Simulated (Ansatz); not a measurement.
Functionals compared on the (010) surface of alpha gallium in its 1x1 cell, outermost plane spacing 1.45 Å in the ideal cut, in Ansatz (plane waves, PAW). The structure was relaxed with PBE; the other rows are single points on it, each with its references at the same level. Cutoff 420 eV (500 eV for r2SCAN).

Set-up: 16 atoms, 13.1 Å thick at the start; mesh 8x8x1; 0.1 eV smearing; dipole correction on; all atoms relaxed; start symmetry kept, larger cells not searched; no spin, no spin-orbit, no U. These notes are the PBE run's.

| functional | surface energy (J/m²) | work function of the top face (eV) | rough cost of the single point |
|---|---|---|---|
| PBE | 0.84 | 4.46 | – |
| LDA | 1.16 | 4.71 | very roughly 3 core-minutes |
| PBEsol | 1.06 | 4.53 | very roughly 3 core-minutes |
| RPBE | [?] | [?] | very roughly 3.0 core-minutes |
| r2SCAN | 1.15 | 4.67 | roughly 5 core-minutes |

Problem. Complete the blanks.

Solution. 
- RPBE, surface energy (J/m²): 0.70
- RPBE, work function of the top face (eV): 4.35

Ansatz is a first-principles code.
